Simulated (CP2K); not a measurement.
A self-consistent single point of the (100) slab of SnO2 (cut from a parent of space group no. 58; 6 atoms in the cell) with CP2K.

Method: LDA (Pade form), GPW, DZVP-MOLOPT-SR-GTH basis, GTH-PADE potentials (GTH_POTENTIALS) (CP2K).

The change in words: vacuum of 6 angstrom (first run: 14 Å); SURFACE_DIPOLE_CORRECTION: default → T. Reference geometry:
```
SnO2
1.0
    4.88118     0.00000     0.00000
    0.00000     3.25062     0.00000
    0.00000     0.00000    18.40038
Sn O
2 4
Cartesian
  2.44059   1.62531   7.99958
  0.00000   0.00000  10.40080
  1.56705   0.00000   7.00000
  3.31413   0.00000   8.99919
  0.87354   1.62531   9.40120
  4.00764   1.62531  11.40038
```

Reference input (self-consistent single point, DFT LDA (Pade form), GPW, DZVP-MOLOPT-SR-GTH basis, GTH-PADE potentials (GTH_POTENTIALS)): CUTOFF = 450 Ry; REL_CUTOFF = 50 Ry; SMEAR/METHOD = FERMI_DIRAC; ELECTRONIC_TEMPERATURE = 580.23 K; KPOINTS/SCHEME = MACDONALD 2 3 1 0.25 0 0; XC_FUNCTIONAL = PADE; Sn/BASIS_SET = DZVP-MOLOPT-SR-GTH; Sn/POTENTIAL = GTH-PADE-q4; O/BASIS_SET = DZVP-MOLOPT-SR-GTH; O/POTENTIAL = GTH-PADE-q6; METHOD = GPW; EPS_DEFAULT = 1e-10. This run's input differs from it in these lines:

```diff
@@ -11,2 +11,4 @@
     POTENTIAL_FILE_NAME GTH_POTENTIALS
+    SURFACE_DIPOLE_CORRECTION T
+    SURF_DIP_DIR Z
     &QS
@@ -65,3 +67,3 @@
       B 0.00000000 3.25062300 0.00000000
-      C 0.00000000 0.00000000 18.40038200
+      C 0.00000000 0.00000000 10.40037800
       PERIODIC XYZ
@@ -70,8 +72,8 @@
       SCALED
-      Sn       0.50000000     0.50000000     0.43475100
-      Sn       0.00000000     0.00000000     0.56524900
-      O        0.32104000     0.00000000     0.38042700
-      O        0.67896000     0.00000000     0.48907600
-      O        0.17896000     0.50000000     0.51092400
-      O        0.82104000     0.50000000     0.61957300
+      Sn       0.50000000     0.50000000     0.38456100
+      Sn       0.00000000     0.00000000     0.61543900
+      O        0.32104000     0.00000000     0.28845100
+      O        0.67896000     0.00000000     0.48067300
+      O        0.17896000     0.50000000     0.51932700
+      O        0.82104000     0.50000000     0.71154900
     &END COORD
```

The program printed (abridged):

```
 SCF WAVEFUNCTION OPTIMIZATION

  Step     Update method      Time    Convergence         Total energy    Change

 *******************************************************************************
 *   ___                                                                       *
 *  /   \                                                                      *
 * [ABORT]                                                                     *
 *  \___/       Dipole correction needs more vacuum space above the surface    *
 *    |                                                                        *
   [... lines left out ...]
 * / \                                                    surface_dipole.F:207 *
 *******************************************************************************

 ===== Routine Calling Stack =====

            9 calc_dipsurf_potential
            8 qs_ks_build_kohn_sham_matrix
            7 rebuild_ks_matrix
            6 qs_ks_update_qs_env
            5 scf_env_do_scf_inner_loop
            4 scf_env_do_scf
            3 qs_energies
            2 qs_forces
            1 CP2K
Abort(1) on node 0 (rank 0 in comm 0): application called MPI_Abort(MPI_COMM_WORLD, 1) - process 0
```

The program stopped with an error. 

The starting cell comes from a database of computed structures (which also holds hypothetical and non-ambient phases and stackings), without a prior relaxation at this level. The slab is cut from that crystal, and its faces are unrelaxed. Its lattice was rescaled by up to half a per cent. Values carry the incompleteness of an atom-centred basis.
